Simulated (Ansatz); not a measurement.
Abridged Ansatz (a quantum-chemistry and plane-wave program) output:

```
Pseudopotential: Sc, paw, valence charge 11
Pseudopotential: Os, paw, valence charge 16
Crystal: 12 atoms, lattice volume = 195.254 Å³
Basis set: ecut = 420 eV, 3791 PW (Γ), exchange–correlation on 72×72×120 points (8 copies of the dense FFT grid, shifted against one another)
Bands: 104, of which v1, the nominal top of the filled ones, is band 86 counted from 1 (85 counted from 0)
Symmetry: 24 space group operations
k-points: 36 of 405
Functional: x = pbesol(κ = 0.804, μ = 0.12345679012345678), c = pbesol(β = 0.046)
SCF iter   1: F=—  HF=-98458.256750 eV  |F-HF|=—  |Δ(HF+E_count)|=         —  Δρ=6.70e-3  dr2=1.15e-1  ethr=1.77e-3  ⟨swp⟩=4.1  Hψ=11269  notcnv=0  defer=3
SCF iter   2: F=—  HF=-98458.245667 eV  |F-HF|=—  |Δ(HF+E_count)|=   1.11e-2  Δρ=3.62e-3  dr2=3.60e-2  ethr=6.70e-5  ⟨swp⟩=2.0  Hψ=4779  notcnv=0  defer=105
SCF 1 converged in 8 iterations: F = -98458.239031 eV  dr2 = 5.58e-10
SCF converged after 8 iterations
Free energy (F): -98458.239031 eV
Internal energy: -98458.153902 eV  (E = F + TS)
E sigma→0 (E₀):  -98458.196466 eV
Entropy (-TS):   -0.085129 eV (-7.094 meV/atom)
Fermi energy:    19.362057 eV
--- Forces (eV/Å), atoms counted from 1 ---
  atom   1  Sc     0.00000000    -0.00000000    -0.00000279
  atom   2  Sc    -0.00000000     0.00000000     0.00000279
  atom   3  Sc    -0.00000000     0.00000000    -0.00000279
  atom   4  Sc     0.00000000    -0.00000000     0.00000279
  atom   5  Os     0.00000000     0.00006001     0.00000000
  atom   6  Os     0.00000000    -0.00006001    -0.00000000
  atom   7  Os    -0.00005197     0.00003001     0.00000000
  atom   8  Os     0.00005197    -0.00003001    -0.00000000
  atom   9  Os    -0.00005197    -0.00003001    -0.00000000
  atom  10  Os     0.00005197     0.00003001     0.00000000
  atom  11  Os     0.00000000     0.00000000     0.00000000
  atom  12  Os     0.00000000     0.00000000     0.00000000
--- Stress (GPa, compression-positive) ---
       -0.001360      -0.000000       0.000000
       -0.000000      -0.001360      -0.000000
        0.000000      -0.000000       0.002070
  P = ⅓ Tr σ = -0.0002 GPa (-0.002 kbar)
```

What was computed, and what are the main results?

ScOs2, 12 atoms in the cell, with Ansatz, PBEsol, PAW, cutoff 420 eV, scalar-relativistic without spin-orbit coupling. The last SCF converged to F = -98458.239031 eV, or -8204.8533 eV per atom, at a pressure of 0.00 GPa. The total energy compares only with runs of the same code, potentials and settings.

Stability against distortions was not tested. The final runs are not spin-polarised. The cell is ScOs2 (space group P6_3/mmc, No. 194; a cell from a computed database, its experimental status unchecked).
